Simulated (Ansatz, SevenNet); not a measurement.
For CsSnBr3 (model structure, started from the cubic perovskite type, Pm-3m, No. 221, 5 atoms in the cell), the machine-learned potential SevenNet-0 (trained on PBE and PBE+U data) gives:

| Item | Value |
|---|---|
| lattice parameter a | 5.895 Å |
| bulk modulus | 20.7 GPa |

**Question.** What does LDA (plane waves, PAW; Ansatz, a quantum-chemistry and plane-wave program) give for the same quantities?

**Answer.** 
- lattice constant a: 5.661 Å (shrinks by 4.0 %)
- bulk modulus: 26.1 GPa (increases by 26 %)

Changes are worked out from the printed values.

Unless a cell is named, each level is at its own relaxed cell (SevenNet-0 40.97, LDA 36.29 Å³/atom).

Caveats: the bulk modulus is −V dP/dV from two relaxed cells at ±2 % in volume (LDA). Ansatz's density-functional and Hartree–Fock values are scalar-relativistic unless marked +SOC, with PAW data made under PBE.

A model structure was made by putting elements into a prototype or built by hand; it is no filed structure, need not be a known phase, and can be a saddle point held by its symmetry.
